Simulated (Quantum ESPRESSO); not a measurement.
Input and output of a self-consistent single point for B6Pb (P1, 7 atoms in the cell) (Quantum ESPRESSO).

Method of the run: LDA (PZ), GBRV 1.5 ultrasoft (LDA) pseudopotentials (plane waves; Quantum ESPRESSO 7.5).

The change in words: atoms moved at random. Reference geometry:
```
CELL_PARAMETERS angstrom
      4.15257     0.00000     0.00000
      0.00000     4.15257     0.00000
      0.00000     0.00000     4.15257
ATOMIC_POSITIONS crystal
  B  0.20300 0.50000 0.50000
  B  0.79700 0.50000 0.50000
  B  0.50000 0.20300 0.50000
  B  0.50000 0.79700 0.50000
  B  0.50000 0.50000 0.20300
  B  0.50000 0.50000 0.79700
  Pb 0.00000 0.00000 0.00000
```

Reference input (self-consistent single point, DFT, LDA (PZ), plane waves, GBRV 1.5 ultrasoft (LDA) pseudopotentials): ecutwfc = 40 Ry; ecutrho = 200 Ry; occupations = fixed; potentials = {B: b_lda_v1.4.uspp.F.UPF, Pb: pb_lda_v1.uspp.F.UPF}; K_POINTS = automatic 4 4 4 0 0 0; nbnd = 20; conv_thr = 1e-09 Ry. This run's input differs from it in these lines:

```diff
@@ -25,9 +25,9 @@
 ATOMIC_POSITIONS {crystal}
-B     0.203000000    0.500000000    0.500000000
-B     0.797000000    0.500000000    0.500000000
-B     0.500000000    0.203000000    0.500000000
-B     0.500000000    0.797000000    0.500000000
-B     0.500000000    0.500000000    0.203000000
-B     0.500000000    0.500000000    0.797000000
-Pb    0.000000000    0.000000000    0.000000000
+B     0.198864000    0.506111000    0.500888000
+B     0.793527000    0.515761000    0.515365000
+B     0.501883000    0.205357000    0.498747000
+B     0.491134000    0.790059000    0.490379000
+B     0.503462000    0.488666000    0.189951000
+B     0.525233000    0.495801000    0.799586000
+Pb   -0.014103000   -0.001754000    0.005083000
 K_POINTS {automatic}
```

Output (repeated stretches shortened):

```
     Self-consistent Calculation

     iteration #  1     ecut=    40.00 Ry     beta= 0.70

---- Real-time Memory Report at c_bands before calling an iterative solver
           114 MiB given to the printing process from OS
            43 MiB allocation reported by mallinfo(arena+hblkhd)
------------------

     negative rho (up, down):  1.338E-02 0.000E+00

     total energy              =    -201.70811574 Ry
     estimated scf accuracy    <       1.40532254 Ry

     iteration #  2     ecut=    40.00 Ry     beta= 0.70

---- Real-time Memory Report at c_bands before calling an iterative solver
   [... lines left out ...]
           163 MiB given to the printing process from OS
            68 MiB allocation reported by mallinfo(arena+hblkhd)
------------------

     negative rho (up, down):  1.480E-02 0.000E+00

     total energy              =    -202.22425945 Ry
     estimated scf accuracy    <          1.3E-09 Ry

     iteration # 11     ecut=    40.00 Ry     beta= 0.70

---- Real-time Memory Report at c_bands before calling an iterative solver
           163 MiB given to the printing process from OS
            68 MiB allocation reported by mallinfo(arena+hblkhd)
------------------

     negative rho (up, down):  1.480E-02 0.000E+00
     End of self-consistent calculation

     highest occupied, lowest unoccupied level (ev):    10.0344   10.5805

!    total energy              =    -202.22425946 Ry
     estimated scf accuracy    <          1.7E-10 Ry

     convergence has been achieved in  11 iterations

     negative rho (up, down):  1.480E-02 0.000E+00

     Forces acting on atoms (cartesian axes, Ry/au):

     atom    1 type  1   force =     0.02450843   -0.01040412    0.00805911
     atom    2 type  1   force =     0.04141212   -0.02986411   -0.06001154
     atom    3 type  1   force =    -0.01460861   -0.02094340   -0.01220591
     atom    4 type  1   force =     0.00807181    0.04729432    0.00877651
     atom    5 type  1   force =     0.00749916    0.01288756    0.08581100
     atom    6 type  1   force =    -0.07106148   -0.00017548   -0.03255912
   [... lines left out ...]
     Total force =     0.154535     Total SCF correction =     0.000027
   [... lines left out ...]

     negative rho (up, down):  1.480E-02 0.000E+00
          total   stress  (Ry/bohr**3)                   (kbar)     P=       22.86
   0.00018091   0.00001141  -0.00028788           26.61        1.68      -42.35
   0.00001141   0.00017024  -0.00002100            1.68       25.04       -3.09
  -0.00028788  -0.00002100   0.00011502          -42.35       -3.09       16.92

   JOB DONE.
```

The run converged in 11 iterations. Against the reference run the free energy rises by 40.9 meV/atom, the pressure goes from 1.49 to 2.29 GPa, the largest force goes from 0.003 to 2.239 eV/Å and the gap on the mesh goes from 0.912 to 0.546 eV.

The starting cell comes from a database of computed structures (which also holds hypothetical and non-ambient phases and stackings), without a prior relaxation at this level. Its lattice was rescaled by a random factor within 2.5 % of one. For this run, on top of that: atoms moved at random. Spin-orbit coupling is off. Forces in this geometry exceed 1 eV/Å.
